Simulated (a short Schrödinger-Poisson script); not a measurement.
Stack: symmetric double-gate stack, SiO2 on p-type Si(100), at 300 K.

| layer | material | thickness (nm) | Na (cm⁻³) |
|---|---|---|---|
| 1 | SiO2 | 3.7 | - |
| 2 | Si | 20 | 1e16 |
| 3 | SiO2 | 3.7 | - |

Constants are typed, rounded textbook-type inputs, not results; the design itself was drawn at random and stands for no fabricated device. SiO2: permittivity 3.9, conduction-band edge (eV) 3.15, gap (eV) 9, electron mass (mₑ) 0.5. Si: permittivity 11.7, conduction-band edge (eV) 0, gap (eV) 1.124, Nv at 300 K (cm⁻³) 3.1e19.

Channel valleys (confinement mass, in-plane density-of-states mass, number): Δ2 0.916, 0.19, 2; Δ4 0.19, 0.417, 4. At the gates, both at one voltage, the conduction-band edge of layer 1 lies 3.46 eV − eVg above the Fermi level of the channel. Gaps are held at their typed values at every temperature. Mesh 0.03 nm at interfaces.

From a short Schrödinger-Poisson script (our own, NumPy): 1D Poisson equation in equilibrium, electrons quantum, Hartree (BenDaniel-Duke, 12 states a valley, the channel's in-plane mass for all, wave functions ending at the dielectric), parabolic valleys, classical holes, full ionisation, no traps, pinning or gate leakage.

The same stack at other levels of the model or other numerical settings:

```csv
run,sheet density of all electrons at Vg = 2.55 V (cm⁻²),sheet density of all electrons at Vg = 0.75 V (cm⁻²),capacitance of both gates at Vg = 2.55 V (μF/cm²),gate voltage at 1e11 electrons/cm² (V),rough cost against the base
base,2.29e13,4.62e12,1.68,0.18,about 1
"electrons treated as classical, Boltzmann",2.52e13,5.18e12,1.82,0.17,0.02
"electrons treated as classical, Fermi-Dirac",2.47e13,5.15e12,1.77,0.17,0.1
mesh six times as coarse,2.30e13,4.62e12,1.68,0.18,0.2
```

The classical rows ignore confinement, and Boltzmann statistics overrate the density once the band edge passes the Fermi level.
